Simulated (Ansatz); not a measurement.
The starting structures come from a database of crystals and need not be the phases stable at ambient conditions.

Evanescent states of KAuF4 (I4/mcm, not sure to be the ambient phase, 12 atoms a cell, 17.0 Å³ an atom) along the normal of (100)

Method: PBEsol (plane waves, PAW; Ansatz, a first-principles code).

The gap is the functional's own. No spin-orbit coupling. Mid-gap values are interpolated on the energy grid.

Energies count from the valence-band top; κ is the least over a 6×4 mesh across the current.

```json
[
 {"E (eV)": "0.06", "κ (1/Å)": "0.205", "where": "Γ"},
 {"E (eV)": "0.18", "κ (1/Å)": "0.336", "where": "Γ"},
 {"E (eV)": "0.30", "κ (1/Å)": "0.418", "where": "Γ"},
 {"E (eV)": "0.42", "κ (1/Å)": "0.481", "where": "Γ"},
 {"E (eV)": "0.54", "κ (1/Å)": "0.532", "where": "Γ"},
 {"E (eV)": "0.66", "κ (1/Å)": "0.576", "where": "Γ"},
 {"E (eV)": "0.78", "κ (1/Å)": "0.614", "where": "Γ"},
 {"E (eV)": "0.90", "κ (1/Å)": "0.649", "where": "Γ"},
 {"E (eV)": "1.02", "κ (1/Å)": "0.667", "where": "off Γ"},
 {"E (eV)": "1.14", "κ (1/Å)": "0.664", "where": "off Γ"},
 {"E (eV)": "1.26", "κ (1/Å)": "0.658", "where": "Γ"},
 {"E (eV)": "1.38", "κ (1/Å)": "0.649", "where": "Γ"},
 {"E (eV)": "1.50", "κ (1/Å)": "0.642", "where": "Γ"},
 {"E (eV)": "1.62", "κ (1/Å)": "0.635", "where": "Γ"},
 {"E (eV)": "1.74", "κ (1/Å)": "0.628", "where": "Γ"},
 {"E (eV)": "1.86", "κ (1/Å)": "0.621", "where": "Γ"},
 {"E (eV)": "1.98", "κ (1/Å)": "0.613", "where": "Γ"},
 {"E (eV)": "2.10", "κ (1/Å)": "0.546", "where": "off Γ"},
 {"E (eV)": "2.22", "κ (1/Å)": "0.424", "where": "off Γ"},
 {"E (eV)": "2.34", "κ (1/Å)": "0.203", "where": "off Γ"}
]
```

### Question
How thick must the barrier be to attenuate the transmission by 10^4 when the electrodes' Fermi level lies at 2.34 eV, and what attenuation does that film give at 2.10 eV?

### Answer
d = 4 ln 10 / (2 × 0.203) = 22.7 Å. At 2.10 eV it gives 4 × 0.546/0.203 = 10.8 decades.
